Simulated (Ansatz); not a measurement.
**Pressure series in K2PtH6**

Consider K$_{2}$PtH$_{6}$ (space group Fm-3m, No. 225; a = 8.114 Å; a cell from a computed database, its experimental status unchecked).

Cell and atoms are relaxed at each pressure.

Method: DFT with r2SCAN, PAW potentials and a 500 eV plane-wave cutoff in Ansatz (a first-principles code), without spin-orbit coupling, earlier PAW set.

```json
[
 {"P (GPa)": "-2.00", "V (Å³/atom)": "17.360"},
 {"P (GPa)": "-0.99", "V (Å³/atom)": "15.781"},
 {"P (GPa)": "1.80", "V (Å³/atom)": "13.679"},
 {"P (GPa)": "4.18", "V (Å³/atom)": "12.654"},
 {"P (GPa)": "8.99", "V (Å³/atom)": "11.346"},
 {"P (GPa)": "18.00", "V (Å³/atom)": "9.935"},
 {"P (GPa)": "29.98", "V (Å³/atom)": "8.835"},
 {"P (GPa)": "44.98", "V (Å³/atom)": "7.955"},
 {"P (GPa)": "59.99", "V (Å³/atom)": "7.340"}
]
```

A third-order Birch–Murnaghan fit to these points gives V₀ = 14.85 Å³/atom, B₀ = 19 GPa and B₀′ = 4.2. At pressure 60 GPa the volume is 49.4 % of V₀.

Load acts through the strain it causes; cell and atoms are relaxed under it. No phonon test of stability was made. No other phases were tried under pressure.
